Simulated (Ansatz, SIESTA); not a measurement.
## V6FeNi (P1, 8 atoms in the cell) computed with different codes at matched settings

Self-consistent single point, at a second geometry (atoms moved at random). First geometry:

```yaml
crystal:
  lattice:
    - [4.62972, 0.00000, 0.00000]
    - [0.00000, 4.62972, 0.00000]
    - [0.00000, 0.00000, 4.62972]
  atoms:
    - { symbol: V, position: [0.00000, 0.50000, 0.74791] }
    - { symbol: V, position: [0.00000, 0.50000, 0.25209] }
    - { symbol: V, position: [0.74791, 0.00000, 0.50000] }
    - { symbol: V, position: [0.25209, 0.00000, 0.50000] }
    - { symbol: V, position: [0.50000, 0.74791, 0.00000] }
    - { symbol: V, position: [0.50000, 0.25209, 0.00000] }
    - { symbol: Fe, position: [0.50000, 0.50000, 0.50000] }
    - { symbol: Ni, position: [0.00000, 0.00000, 0.00000] }
```

Second geometry:
```
V6FeNi
1.0
    4.62972     0.00000     0.00000
    0.00000     4.62972     0.00000
    0.00000     0.00000     4.62972
V Fe Ni
6 1 1
Direct
  0.98423   0.49912   0.75905
  0.01174   0.50196   0.25129
  0.73825   0.99257   0.49943
  0.26539   0.99492   0.49765
  0.50495   0.75751   0.99689
  0.49731   0.24873   0.99683
  0.49329   0.51551   0.50386
  0.00484   0.98968   0.99500
```

Shared settings, as Ansatz (a first-principles code) writes them: kpoints.mp_grid.grid = 5 5 5; scf.occupations.method = fermi_dirac; scf.occupations.width = 0.1 eV. Potentials and cutoffs stand in the table.

```json
[
 {"code": "Ansatz", "model": "PBEsol, PAW files made with PBE", "ΔF from the first geometry (meV/atom)": "26.4", "pressure (GPa)": "-3.33", "largest force (eV/Å)": "1.200", "cutoff": "420 eV"},
 {"code": "SIESTA", "model": "GGA PBEsol, numerical atomic orbitals DZP, PseudoDojo PBEsol standard norm-conserving potentials (rewritten from UPF to PSML)", "ΔF from the first geometry (meV/atom)": "28.2", "pressure (GPa)": "-8.64", "largest force (eV/Å)": "1.487", "cutoff": "grid 300 Ry"}
]
```

Size of the force on each atom (eV/Å): Sizes of forces hide their directions.

```
code       V1     V2     V3     V4     V5     V6    Fe7    Ni8
------  -----  -----  -----  -----  -----  -----  -----  -----
Ansatz  0.966  0.740  1.180  1.200  0.827  0.636  0.907  0.631
SIESTA  1.024  0.793  1.407  1.487  0.897  0.724  0.895  0.577
```

On Ansatz's run: spin polarisation is off.

The spread over the programs that give each value: ΔF from the first geometry within 1.8 meV/atom; pressure within 5.31 GPa; largest force within 0.287 eV/Å.

SIESTA uses small atom-centred bases, whose incompleteness enters pressures, forces and empty levels differently from a plane-wave cutoff. Ansatz's pressure is given at a fixed set of plane waves, as the other plane-wave codes print theirs; with its correction for the finite basis it is -3.16 GPa.

The starting cell comes from a database of computed structures (which also holds hypothetical and non-ambient phases and stackings), without a prior relaxation at this level. For this run, on top of that: atoms moved at random.

Keys are those of Ansatz 0.2.
